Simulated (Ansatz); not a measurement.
The reference is a 12-atom supercell of Cl (space group Fmmm, No. 69; a = 3.604 Å, b = 3.742 Å, c = 13.916 Å; a hypothetical phase, not in the database extracts checked) at its relaxed geometry.

The values are results of Ansatz (a program for electronic structure) r2SCAN+rVV10, scalar-relativistic without spin-orbit coupling, not measurements.

One neutral defect a cell, atoms relaxed at fixed cell.

One change was made to it. Results:

```json
[
 {"quantity": "pressure", "base": "0.0 GPa", "after": "2.8 GPa"},
 {"quantity": "largest displacement of a host atom from its site in the perfect cell", "base": "–", "after": "0.08 Å"}
]
```

Which of these changes matches the shifts?
A. Cl interstitial (started 2.48 Å from the nearest host atom), symmetric start
B. Br on a Cl site
C. Li interstitial (started 2.57 Å from the nearest host atom)
D. F on a Cl site, symmetric start

C, Li interstitial (started 2.57 Å from the nearest host atom). For comparison, the pressure in the other runs: Br on a Cl site gives 0.9 GPa; F on a Cl site, symmetric start gives -0.2 GPa; Cl interstitial (started 2.48 Å from the nearest host atom), symmetric start gives 4.7 GPa.

The cell is small, so the values are those of an ordered compound at a high defect concentration; dilute-limit values will differ. Defects with a symmetric start kept the site's symmetry and may sit on a saddle; the others started slightly shaken. The base started in Cmce and relaxed to Fmmm at this level. All final runs are without spin polarisation.
